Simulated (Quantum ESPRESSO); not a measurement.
Quantum ESPRESSO run on C (Fd-3m, 2 atoms in the cell): self-consistent single point.

Computed with LDA (PZ), GBRV 1.5 ultrasoft (LDA) pseudopotentials (plane waves; Quantum ESPRESSO).

```xyz
2
Lattice="-1.7804 0.0000 1.7804 0.0000 1.7804 1.7804 -1.7804 1.7804 0.0000" Properties=species:S:1:pos:R:3 pbc="T T T"
C     -1.7804     1.7804     1.7804
C     -2.6706     2.6706     2.6706
```

Reference input (self-consistent single point, DFT, PBE, plane waves, SSSP 1.1.2 efficiency (PBE) pseudopotentials): ecutwfc = 45 Ry; ecutrho = 360 Ry; occupations = smearing; smearing = fermi-dirac; degauss = 0.000734986 Ry; potentials = {C: C.pbe-n-kjpaw_psl.1.0.0.UPF}; K_POINTS = automatic 13 13 13 0 0 0; conv_thr = 1e-10 Ry; mixing_beta = 0.3. This run's input differs from it in these lines:

```diff
@@ -14,4 +14,4 @@
  ntyp = 1
- ecutwfc = 45
- ecutrho = 360
+ ecutwfc = 40
+ ecutrho = 200
  occupations = 'smearing'
@@ -25,3 +25,3 @@
 ATOMIC_SPECIES
-C     12.0110  C.pbe-n-kjpaw_psl.1.0.0.UPF
+C     12.0110  c_lda_v1.2.uspp.F.UPF
 ATOMIC_POSITIONS {alat}
```

Output (repeated stretches shortened):

```
     Self-consistent Calculation

     iteration #  1     ecut=    40.00 Ry     beta= 0.30

---- Real-time Memory Report at c_bands before calling an iterative solver
            46 MiB given to the printing process from OS
            10 MiB allocation reported by mallinfo(arena+hblkhd)
------------------

     total energy              =     -23.07524304 Ry
     estimated scf accuracy    <       0.12422056 Ry

     iteration #  2     ecut=    40.00 Ry     beta= 0.30

---- Real-time Memory Report at c_bands before calling an iterative solver
            49 MiB given to the printing process from OS
   [... lines left out ...]

---- Real-time Memory Report at c_bands before calling an iterative solver
            49 MiB given to the printing process from OS
            14 MiB allocation reported by mallinfo(arena+hblkhd)
------------------

     total energy              =     -23.05633763 Ry
     estimated scf accuracy    <       0.00000002 Ry

     iteration #  9     ecut=    40.00 Ry     beta= 0.30

---- Real-time Memory Report at c_bands before calling an iterative solver
            49 MiB given to the printing process from OS
            14 MiB allocation reported by mallinfo(arena+hblkhd)
------------------
     End of self-consistent calculation

     the Fermi energy is    15.5441 ev

!    total energy              =     -23.05633763 Ry
     estimated scf accuracy    <          2.1E-11 Ry
     smearing contrib. (-TS)   =       0.00000000 Ry
     internal energy E=F+TS    =     -23.05633763 Ry

     convergence has been achieved in   9 iterations

     Forces acting on atoms (cartesian axes, Ry/au):

     atom    1 type  1   force =     0.00000000    0.00000000    0.00000000
     atom    2 type  1   force =     0.00000000    0.00000000    0.00000000

     Total force =     0.000000     Total SCF correction =     0.000000

          total   stress  (Ry/bohr**3)                   (kbar)     P=     -109.73
  -0.00074596  -0.00000000  -0.00000000         -109.73       -0.00       -0.00
  -0.00000000  -0.00074596   0.00000000           -0.00     -109.73        0.00
  -0.00000000   0.00000000  -0.00074596           -0.00        0.00     -109.73

   JOB DONE.
```

The run converged in 9 iterations. Against the reference run the pressure goes from 4.32 to -10.97 GPa and the gap on the mesh goes from 4.169 to 4.131 eV.

The starting cell comes from a database of computed structures (which also holds hypothetical and non-ambient phases and stackings), without a prior relaxation at this level. With a pressure of about -11 GPa the cell is away from its equilibrium volume at this level.
